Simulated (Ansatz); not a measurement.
Functionals compared on a constructed model of the (100) surface of fcc Ir, a pseudomorphic layer of Rh in the host's stacking (bottom of the slab: a bare face, its two planes held), in Ansatz (plane waves, PAW). The structure was relaxed with PBE; the other rows are single points on it. Cutoff 420 eV (500 eV for r2SCAN).

Model: 7-atom slab, 11.9 Å thick at the start, 14x14x1 mesh, Fermi-Dirac 0.1 eV, dipole correction, 2 atoms held, the rest relaxed; held to the start's symmetry, so lower structures may exist; no spin, no spin-orbit, no U. It is one candidate, not shown to be the stable structure of the face. These notes are the PBE run's.

| functional | work function of the top face (eV) | rough cost of the single point |
|---|---|---|
| PBE | 4.99 | – |
| RPBE | 4.81 | roughly 24 core-seconds |
| r2SCAN | ___ | roughly 50 core-seconds |

Some entries are withheld; supply them.


- r2SCAN, work function of the top face (eV): 4.99

Ansatz is an electronic-structure program.
